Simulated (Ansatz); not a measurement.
SiO2 (I-42d, No. 122, 6 atoms in the cell; start mp-546794; a measured phase of this formula has another space group), treated with r²SCAN0 (Ansatz, a first-principles code, plane waves, PAW).

Numerical settings: plane-wave cutoff 520 eV, 6×6×6 k mesh, Fermi–Dirac smearing 0.01 eV, scalar-relativistic PAW data made under PBE.

Cell (relaxed with PBEsol):

Space group I-42d (No. 122); a = b = 4.984 Å, c = 7.337 Å, α = β = γ = 90.00°

```
atom  site  symmetry       x       y       z
----  ----  --------  ------  ------  ------
Si      4a      -4..  0.0000  0.0000  0.0000
O       8d       .2.  0.0961  0.2500  0.1250
```
(The calculation used a cell of 6 atoms; values per cell refer to that cell.)

Task: Predict the band gap.

Result: 
- band gap = 8.75 eV (on the SCF k mesh) (direct)

Note: cell and atoms aren't relaxed at this level (largest force component 0.36 eV/Å, pressure -4.9 GPa).

It cost very roughly 6 core-minutes of CPU time.

A start named mp-… is a Materials Project structure, which need not be a measured phase.
